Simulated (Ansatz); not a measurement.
Where the default PAW files enter, the runs use the earlier of Ansatz's two default sets.

Crystal: BaZrO3 (Pm-3m, cubic perovskite, 5 atoms a cell, 14.9 Å³ an atom); planes in its conventional cell.

These are r2SCAN (plane waves, PAW; Ansatz, a quantum-chemistry and plane-wave program) values and carry that method's errors.

No gap correction and no spin-orbit coupling; mid-gap values are interpolated between computed energies.

```
plane  area of the cell (Å²)  mid-gap κ (1/Å)  largest κ in the gap (1/Å)
-----  ---------------------  ---------------  --------------------------
(111)                   30.7             0.34                        0.35
(110)                   25.1                …                           …
(001)                   17.7                …                           …
```

**Question.** The slowest decay depends on the direction. Supply the withheld values.

**Answer.** 
- (110), mid-gap κ (1/Å): 0.31
- (110), largest κ in the gap (1/Å): 0.31
- (001), mid-gap κ (1/Å): 0.29
- (001), largest κ in the gap (1/Å): 0.31
